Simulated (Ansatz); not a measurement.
L1₀ (CuAu-type) FePt was calculated with PBEsol in Ansatz (PAW).

Numerical settings: plane-wave cutoff 520 eV, 24×24×18 k mesh (along the axes of the cell as run), Fermi–Dirac smearing 0.051 eV (set by the program), spin-polarised with parallel moments, scalar-relativistic PAW data made under PBE.

Cell (measured lattice):

```cif
data_FePt
_chemical_formula_sum 'Fe1 Pt1'
_space_group_name_H-M_alt 'P4/mmm'
_space_group_IT_number 123
_space_group_name_Hall '-P 4 2'
_cell_length_a 2.72680
_cell_length_b 2.72680
_cell_length_c 3.72610
_cell_angle_alpha 90.000
_cell_angle_beta 90.000
_cell_angle_gamma 90.000
loop_
_atom_site_label
_atom_site_type_symbol
_atom_site_symmetry_multiplicity
_atom_site_Wyckoff_symbol
_atom_site_fract_x
_atom_site_fract_y
_atom_site_fract_z
_atom_site_occupancy
Fe1 Fe 1 a 0.00000 0.00000 0.00000 1
Pt1 Pt 1 d 0.50000 0.50000 0.50000 1
```

Task: Give the computed Poisson ratio, Voigt–Reuss–Hill shear modulus (Hill average) and Voigt–Reuss–Hill bulk modulus.

Result: 
* **Poisson ratio**: 0.289
* **Voigt–Reuss–Hill shear modulus (Hill average)**: 95.8 GPa
* **Voigt–Reuss–Hill bulk modulus**: 195 GPa

Note: the cell isn't this level's own, so it is under some stress, which shifts stiffness and frequencies.

Elastic constants are with the ions relaxed.

Spin–orbit coupling is not included.

Computed values are for the static lattice.

Computing time: roughly 50 core-minutes.

Ansatz is a program for electronic structure.
